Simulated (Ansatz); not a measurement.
Consider this model of amorphous Al30O42.

```xyz
72
Lattice="9.1862 0.0000 0.0000 0.0000 9.1862 0.0000 0.0000 0.0000 9.1862" Properties=species:S:1:pos:R:3 pbc="T T T"
Al     0.5382     9.1600     1.1231
Al     3.6110     5.2605     0.8490
Al     7.2449     3.9172     5.3304
Al     4.8087     7.0045     8.3220
Al     2.1792     2.6782     5.9962
Al     6.7856     4.5714     2.2444
Al     5.4920     1.7878     7.0024
Al     0.9098     6.5552     8.5738
Al     2.9220     6.9134     6.2721
Al     5.7132     2.4763     3.7803
Al     7.5558     8.9535     7.7422
Al     2.1936     7.8615     3.5219
Al     7.7080     2.0443     0.8225
Al     0.4604     4.7977     6.3326
Al     0.9592     9.1740     6.1637
Al     6.7830     8.8127     4.8758
Al     6.6913     6.9168     0.9686
Al     2.6763     0.2610     8.2529
Al     4.9167     2.2266     0.3954
Al     4.3324     0.3298     2.9727
Al     0.7691     2.3225     8.1438
Al     4.4702     4.4431     6.5425
Al     2.7695     2.1719     1.8492
Al     2.1686     4.8250     3.5606
Al     7.4749     6.5080     6.4213
Al     5.0030     6.2667     3.8667
Al     0.5596     4.3431     1.3830
Al     8.8692     1.2584     3.7939
Al     8.5309     6.7574     3.1129
Al     7.4092     4.3145     8.2133
O      8.8082     3.3740     0.1813
O      6.3251     2.7314     1.8332
O      1.4692     8.1716     9.0531
O      4.7266     6.8322     0.8654
O      1.5567     4.1370     5.0625
O      4.1908     1.3450     8.0688
O      3.9469     5.7740     5.3566
O      6.3247     5.0503     6.8270
O      0.9516     1.4113     5.0602
O      6.5126     7.6707     8.4218
O      3.8411     2.0589     3.4259
O      4.2223     0.8244     1.2886
O      5.8717     0.6244     3.7671
O      6.5639     6.5627     2.7625
O      1.7530     1.4820     0.3401
O      1.6127     3.4477     2.4633
O      1.6053     6.0342     7.0099
O      8.7224     1.2604     2.0349
O      3.9900     7.8674     3.5104
O      3.7503     3.4415     0.8503
O      5.9892     4.4081     3.8501
O      2.0123     8.0476     5.2718
O      6.5817     0.5188     6.4738
O      3.6845     8.0162     7.4510
O      8.5440     5.7968     7.9221
O      6.6914     5.1205     0.5265
O      1.7610     0.0417     2.5294
O      5.5758     2.9508     5.7000
O      6.2028     7.2246     5.3145
O      8.3743     8.6245     4.0585
O      3.6802     5.3421     2.7543
O      8.4064     0.8232     8.8301
O      1.2037     6.4086     3.3132
O      7.6371     2.4966     4.2403
O      4.0789     5.3776     8.0950
O      8.4532     7.5962     1.3774
O      8.5076     4.9526     2.4507
O      6.3710     2.5861     8.4947
O      8.6503     8.0980     6.6780
O      8.3405     3.5057     6.7768
O      8.3584     5.5307     5.1736
O      1.6989     5.4422     0.5716
```

The numbers are results of PBE, scalar-relativistic without spin-orbit coupling (plane waves to 420 eV, PAW; Ansatz, an electronic-structure program), not measurements. The usual formal charges leave 6 electrons over, so the level spacing at the Fermi energy parts defect or band states and needn't be the band gap.

The cell was made by melting and quenching with the CHGNet potential and then relaxed with DFT. O atoms were pushed apart under 1.9 Å during the dynamics, to hinder bonds among them. The hot cell started wider than the set density and was brought back towards it in steps. It is the lowest in DFT energy of 2 quenches. It is a model cell: composition and starting density were chosen by hand, and all elements were melted together. No dispersion term was used. Its density started from a set value of 3.15 and ended at 3.17 g/cm³. The quench (nominally 410 K/ps over its main leg) was far faster than any real one, so the model tends to hold more defects than a real film. One small periodic cell is one sample of the glass; other quenches scatter about these values. The volume was free in the relaxation, at fixed shape. Stress components on the final sampling reach 3.9 GPa. On a 2×2×2 Γ-centred mesh force components of up to 0.14 eV/Å stay, since the relaxation ran on the zone centre alone.

Cut-offs for bonds: Al-Al 2.66 Å, Al-O 2.28 Å, O-O 1.58 Å. Two cations that share two anions don't count as bonded, nor two that share one unless they lie closer than Al-Al 2.59 Å.

Question: Give the coordination numbers, mean bond lengths and angles.

Answer: 
* **Mean coordination of Al by anions**: 4.50 (1 with 2, 2 with 3, 13 with 4, 9 with 5, 5 with 6); 2 close contacts or bonds to cations besides
* **Mean coordination of O**: 3.21 (1 with 2, 31 with 3, 10 with 4)
* **Mean Al-O bond**: 1.883 Å (spread 0.110 Å, 135 counted)
* **Mean Al-Al close contact**: 2.594 Å (spread 0.000 Å, 1 counted)
* **Bond angle at Al**: mean 106.8°, spread 26.0°
* **Bond angle at O**: mean 112.8°, spread 17.3°

Question: List the pairs of like atoms that count as bonded by the rules above.

Answer: Al5-Al21 (2.59 Å).

Question: What Bader charges do the atoms carry, from a run on the zone centre alone?

Answer: Means (range): Al +2.38 e (+1.01 to +2.55), O -1.70 e (-1.77 to -1.66).
| atom | charge (e) |
|---|---|
| Al1 | +2.54 |
| Al2 | +2.54 |
| Al3 | +2.53 |
| Al4 | +2.51 |
| Al5 | +1.40 |
| Al6 | +2.52 |
| Al7 | +2.50 |
| Al8 | +2.52 |
| Al9 | +2.53 |
| Al10 | +2.54 |
| Al11 | +2.52 |
| Al12 | +2.52 |
| Al13 | +2.52 |
| Al14 | +2.49 |
| Al15 | +1.46 |
| Al16 | +2.52 |
| Al17 | +2.52 |
| Al18 | +2.27 |
| Al19 | +2.52 |
| Al20 | +2.51 |
| Al21 | +1.01 |
| Al22 | +2.01 |
| Al23 | +2.53 |
| Al24 | +2.52 |
| Al25 | +2.52 |
| Al26 | +2.55 |
| Al27 | +2.52 |
| Al28 | +2.52 |
| Al29 | +2.53 |
| Al30 | +2.55 |
| O31 | -1.74 |
| O32 | -1.71 |
| O33 | -1.69 |
| O34 | -1.67 |
| O35 | -1.74 |
| O36 | -1.71 |
| O37 | -1.70 |
| O38 | -1.70 |
| O39 | -1.72 |
| O40 | -1.72 |
| O41 | -1.67 |
| O42 | -1.68 |
| O43 | -1.70 |
| O44 | -1.69 |
| O45 | -1.72 |
| O46 | -1.69 |
| O47 | -1.70 |
| O48 | -1.68 |
| O49 | -1.70 |
| O50 | -1.69 |
| O51 | -1.69 |
| O52 | -1.71 |
| O53 | -1.71 |
| O54 | -1.71 |
| O55 | -1.70 |
| O56 | -1.69 |
| O57 | -1.66 |
| O58 | -1.77 |
| O59 | -1.67 |
| O60 | -1.68 |
| O61 | -1.67 |
| O62 | -1.71 |
| O63 | -1.69 |
| O64 | -1.66 |
| O65 | -1.68 |
| O66 | -1.66 |
| O67 | -1.68 |
| O68 | -1.72 |
| O69 | -1.71 |
| O70 | -1.70 |
| O71 | -1.69 |
| O72 | -1.69 |
